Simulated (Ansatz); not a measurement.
Reference: Li3Cd (Fm-3m), PBEsol, DFPT electron-phonon coupling, linearised Boltzmann equation (plane waves, PAW, scalar-relativistic; Ansatz, an electronic-structure program); geometry: relaxed with this functional, without spin-orbit coupling.

```yaml
crystal:
  lattice:
    - [0.00000, 3.28446, 3.28446]
    - [3.28446, 0.00000, 3.28446]
    - [3.28446, 3.28446, 0.00000]
  atoms:
    - { symbol: Li, position: [0.25000, 0.25000, 0.25000] }
    - { symbol: Li, position: [0.75000, 0.75000, 0.75000] }
    - { symbol: Li, position: [0.50000, 0.50000, 0.50000] }
    - { symbol: Cd, position: [0.00000, 0.00000, 0.00000] }
```

- resistivity at 300 K: 16.3 μΩ·cm
- mean free path at 300 K: 6.3 nm
- electron-phonon coupling λ: 0.62
- logarithmic mean phonon energy: 9.4 meV

Problem. Swap Cd for Ge, keeping the structure type. How do these values move?

Solution. Li₃Ge (Fm-3m): volume per atom 17.7 to 14.6 Å³; resistivity at 300 K falls (16.3 μΩ·cm to 13.9 μΩ·cm); mean free path at 300 K rises (6.3 nm to 8.7 nm); electron-phonon coupling λ falls (0.62 to 0.45); logarithmic mean phonon energy rises (9.4 meV to 17.9 meV).

Problem. Swap Cd for Sn, keeping the structure type. How do these values move?

Solution. Li₃Sn (Fm-3m): volume per atom 17.7 to 17.2 Å³; resistivity at 300 K falls (16.3 μΩ·cm to 13.9 μΩ·cm); mean free path at 300 K rises (6.3 nm to 9.6 nm); electron-phonon coupling λ falls (0.62 to 0.42); logarithmic mean phonon energy rises (9.4 meV to 14.8 meV).

Problem. Replace Cd by Pt on the same sites and relax. What happens?

Solution. Li₃Pt (Fm-3m): volume per atom 17.7 to 13.5 Å³; resistivity at 300 K falls (16.3 μΩ·cm to 13.0 μΩ·cm); mean free path at 300 K rises (6.3 nm to 10.0 nm); electron-phonon coupling λ falls (0.62 to 0.37); logarithmic mean phonon energy stays about the same (9.4 meV to 10.2 meV).

Moves up to 11 % count as about the same. Metals; harmonic phonons alone scatter; means over directions. The mean free path is weighted by the current that each state carries. Halving the electron mesh moves these values by up to 7 %; q meshes are mostly untested. Some of the runs warned that the eigensolver left states short of its tolerance. Spin-orbit coupling is left out.

Computed structure with no diffraction record at hand here (it may be known, metastable or hypothetical): Li3Cd (Fm-3m), Li3Ge (Fm-3m), Li3Pt (Fm-3m), Li3Sn (Fm-3m). The missing spin-orbit coupling matters most for Li3Pt (Fm-3m).
